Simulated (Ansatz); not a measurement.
Fluorite AuAl₂ was calculated with HSE06-D3(BJ) (PAW; Ansatz, a quantum-chemistry and plane-wave program).

Settings: plane-wave cutoff 460 eV, 8×8×8 k mesh, Fermi–Dirac smearing 0.05 eV, scalar-relativistic PAW data made under PBE.

Computed at the level's own relaxed cell.

Predict the equilibrium volume per atom, bulk modulus, lattice parameter a and pressure derivative B′ of the bulk modulus.


equilibrium volume per atom: 17.41 Å³/atom
bulk modulus: 129 GPa
lattice parameter a: 5.934 Å
pressure derivative B′ of the bulk modulus: 4.7

Spin–orbit coupling is not included; it can shift volumes and moduli of such heavy elements.

The computed numbers hold no vibrational or temperature effects.
